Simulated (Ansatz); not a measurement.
A self-consistent single point of LaCu (Pm, 8 atoms in the cell) with Ansatz (a program for electronic structure).

Method of the run: PBEsol, default PAW files made with PBE (plane waves; Ansatz).

```xyz
8
Lattice="7.5528 0.0000 0.0000 0.0000 4.6080 0.0000 0.0000 0.0000 5.6048" Properties=species:S:1:pos:R:3 pbc="T T T"
La     5.1063     1.1520     2.2600
La     2.4465     3.4560     3.3948
La     6.2229     3.4560     5.0124
La     1.3299     1.1520     0.5924
Cu     4.0182     1.1520     5.0220
Cu     3.5347     3.4560     0.5828
Cu     7.3111     3.4560     2.2196
Cu     0.2418     1.1520     3.3852
```

Reference input (self-consistent single point, DFT, PBEsol, plane waves, default PAW files made with PBE): basis.ecutwfc = 420 eV; kpoints.mp_grid.grid = 3 5 4; hamiltonian.xc = pbesol; hamiltonian.pseudopotentials = {kind: paw} (the program's default PAW files); scf.occupations.method = gaussian; scf.occupations.width = 0.1 eV. This run's input differs from it in these lines:

Ansatz 0.2 input:
```diff
@@ -18,3 +18,3 @@
 kpoints:
-  mp_grid: { grid: [3, 5, 4] }
+  mp_grid: { grid: [6, 10, 8] }
 hamiltonian:
@@ -23,3 +23,3 @@
 scf:
-  occupations: { method: gaussian, width: 0.1 }
+  occupations: { method: gaussian, width: 0.3 }
 output:
```

Output (repeated stretches shortened):

```
SCF iter   1: F=—  HF=-51001.351013 eV  |F-HF|=—  |Δ(HF+E_count)|=         —  Δρ=1.14e-2  dr2=1.58e-1  ethr=1.77e-3  ⟨swp⟩=6.7  Hψ=50294  notcnv=0
all-band conjugate gradients solve this SCF's bands
preconditioner: auto → Kerker (q_TF=auto, 2.516 Å⁻¹)
SCF iter   2: F=—  HF=-51001.333756 eV  |F-HF|=—  |Δ(HF+E_count)|=   1.73e-2  Δρ=2.60e-3  dr2=9.47e-3  ethr=1.31e-4  ⟨swp⟩=2.0  Hψ=17395  notcnv=0
   [... lines left out ...]
SCF iter   5: F=—  HF=-51001.330575 eV  |F-HF|=—  |Δ(HF+E_count)|=   1.30e-5  Δρ=1.23e-4  dr2=3.45e-5  ethr=2.49e-7  ⟨swp⟩=2.1  Hψ=20650  notcnv=0
SCF iter   6: F=—  HF=-51001.330670 eV  |F-HF|=—  |Δ(HF+E_count)|=   9.53e-5  Δρ=1.07e-4  dr2=1.48e-5  ethr=2.87e-8  ⟨swp⟩=2.0  Hψ=20568  notcnv=0
SCF iter   7: F=—  HF=-51001.330668 eV  |F-HF|=—  |Δ(HF+E_count)|=   2.69e-6  Δρ=3.09e-5  dr2=1.41e-6  ethr=1.23e-8  ⟨swp⟩=2.0  Hψ=19990  notcnv=0
SCF iter   8: F=-51001.330667 eV  HF=-51001.330667 eV  |F-HF|=4.88e-8  |Δ(HF+E_count)|=   1.08e-7  Δρ=5.72e-6  dr2=8.77e-8  ethr=8.33e-11  ⟨swp⟩=10.7  Hψ=66178  notcnv=0
SCF 1 converged in 8 iterations: F = -51001.330667 eV  dr2 = 8.77e-8
Free energy (F): -51001.330667 eV
Internal energy: -51001.039416 eV  (E = F + TS)
E sigma→0 (E₀):  -51001.185042 eV
Entropy (-TS):   -0.291251 eV (-36.406 meV/atom)
Fermi energy:    12.367901 eV
--- Forces (eV/Å), atoms counted from 1 ---
  atom   1  La     0.02133023     0.00000000    -0.22053133
  atom   2  La    -0.05717797     0.00000000     0.01240456
  atom   3  La    -0.05836491     0.00000000     0.04218042
  atom   4  La     0.06149072     0.00000000     0.03337463
  atom   5  Cu     0.02018283     0.00000000     0.11803953
  atom   6  Cu    -0.00930376     0.00000000     0.00511623
  atom   7  Cu    -0.02057422     0.00000000     0.01532989
  atom   8  Cu     0.04241921     0.00000000    -0.00590413
--- Stress (GPa, compression-positive) ---
       -1.670812       0.000000       0.033337
        0.000000      -2.676830       0.000000
        0.033337       0.000000      -1.742269
  P = ⅓ Tr σ = -2.0300 GPa (-20.300 kbar)
  The stress holds the Pulay correction. Without it, at fixed plane waves, as pw.x and ABINIT print it: P = -2.0497 GPa
```

The run converged in 8 iterations. Against the reference run the free energy goes down by 16.7 meV/atom, the pressure moves little (-2.09 to -2.03 GPa) and the largest force goes from 0.250 to 0.222 eV/Å.

The starting cell comes from a database of computed structures (which also holds hypothetical and non-ambient phases and stackings), without a prior relaxation at this level. Its lattice was rescaled by up to half a per cent. One atom was moved a little off its site on purpose. Spin polarisation is off. Ansatz's pressure includes its estimate of the finite-basis (Pulay) stress.

Cost on one core of a shared machine: roughly 4 min.
